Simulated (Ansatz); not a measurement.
The starting structures come from a database of crystals and need not be the phases stable at ambient conditions.

Tunnelling through a barrier is set by its complex band structure: the current falls as exp(−2κd) with the smallest κ.

Consider the following.

```yaml
crystal:
  lattice:
    - [5.55920, 0.00000, 0.00000]
    - [0.00000, 7.87857, 0.00000]
    - [0.00000, 0.00000, 5.58869]
  atoms:
    - { symbol: La, position: [0.50771, 0.75000, 0.46653] }
    - { symbol: La, position: [0.49229, 0.25000, 0.53347] }
    - { symbol: La, position: [0.00771, 0.25000, 0.03347] }
    - { symbol: La, position: [0.99229, 0.75000, 0.96653] }
    - { symbol: Ga, position: [0.00000, 0.50000, 0.50000] }
    - { symbol: Ga, position: [0.50000, 0.50000, 0.00000] }
    - { symbol: Ga, position: [0.50000, 0.00000, 0.00000] }
    - { symbol: Ga, position: [0.00000, 0.00000, 0.50000] }
    - { symbol: O, position: [0.28379, 0.45881, 0.28477] }
    - { symbol: O, position: [0.71621, 0.54119, 0.71523] }
    - { symbol: O, position: [0.78379, 0.54119, 0.21523] }
    - { symbol: O, position: [0.21621, 0.45881, 0.78477] }
    - { symbol: O, position: [0.21621, 0.04119, 0.78477] }
    - { symbol: O, position: [0.78379, 0.95881, 0.21523] }
    - { symbol: O, position: [0.71621, 0.95881, 0.71523] }
    - { symbol: O, position: [0.28379, 0.04119, 0.28477] }
    - { symbol: O, position: [0.92337, 0.25000, 0.48456] }
    - { symbol: O, position: [0.07663, 0.75000, 0.51544] }
    - { symbol: O, position: [0.42337, 0.75000, 0.01544] }
    - { symbol: O, position: [0.57663, 0.25000, 0.98456] }
```

The cell is taken as given; by r2SCAN it stands under a pressure of -4.8 GPa.

Transport runs along the normal of the first two printed cell vectors.

The gap is the functional's own. No spin-orbit coupling. Mid-gap values are those at the computed energy nearest the middle.

Question: Predict the band gap and the smallest decay constant κ at mid-gap from r2SCAN (Ansatz, an electronic-structure program).

Answer: Gap 4.01 eV on a 6×4×6 mesh; κ = 0.324 1/Å, at the zone centre.
